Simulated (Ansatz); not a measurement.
Defect migration in hexagonal La2O3: La vacancy, charge state -3. The step: a nearby La atom hops onto the vacant site; the atom moves 3.71 Å along (0.65, 0.32, 0.48) of the unit cell; the moving atom starts with neighbours O at 2.34, 2 O at 2.38, O at 2.56, O at 2.72, 2 O at 2.77 Å and ends with O at 2.34, 2 O at 2.38, O at 2.55, O at 2.73, 2 O at 2.77 Å. DFT values are from Ansatz (plane-wave PAW, 420 eV unless said) in a cell of 90 host sites, spin-restricted, static, with no finite-size correction. The charge state is imposed; whether it is stable for some Fermi level was not computed. Forms of the defect that were not tried may lie lower. For the PBE band: the saddle point's order was not checked, and it lies on a symmetry element of the cell, where a band can be held.

```json
[
 {"Level": "CHGNet universal potential (has no charge state), its own band", "Forward barrier (eV)": "1.32", "Cost of the band or of the saddle's single point": "-"},
 {"Level": "PBE, the Γ point alone, band relaxed", "Forward barrier (eV)": "1.62", "Cost of the band or of the saddle's single point": "very roughly 60 core-minutes"},
 {"Level": "PBE, a 2×2×2 k-point mesh shifted by half a step along c, same geometries", "Forward barrier (eV)": "1.61", "Cost of the band or of the saddle's single point": "very roughly 11 core-minutes"},
 {"Level": "r2SCAN at 500 eV, the Γ point alone, same geometries", "Forward barrier (eV)": "1.77", "Cost of the band or of the saddle's single point": "around 4 core-minutes (rough)"}
]
```

Ansatz is an electronic-structure program.
